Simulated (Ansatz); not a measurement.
Base system: TiTe2 in the CdI2 type structure (space group P-3m1, No. 164; a = 3.7824 Å, c = 6.6126 Å; layered, stacked along the Cartesian z axis; relaxed with 0.1 eV smearing). Axes: x lies along a and z along c of the hexagonal cell.

Calculations: Ansatz (an electronic-structure program) r2SCAN+rVV10, scalar-relativistic without spin-orbit coupling, earlier PAW set.

One thing is altered: the cell is compressed by 5.08 % along z with no lateral relaxation; the atoms relax in the strained cell.

Task: What does the calculation give for the stress after the change?

Result: The stress (xx, yy, zz, yz, xz, xy; compression positive) comes out as (1.1, 1.1, 2.7, 0.0, 0.0, 0.0) GPa.

Stability against distortions was not tested. The final runs are not spin-polarised.
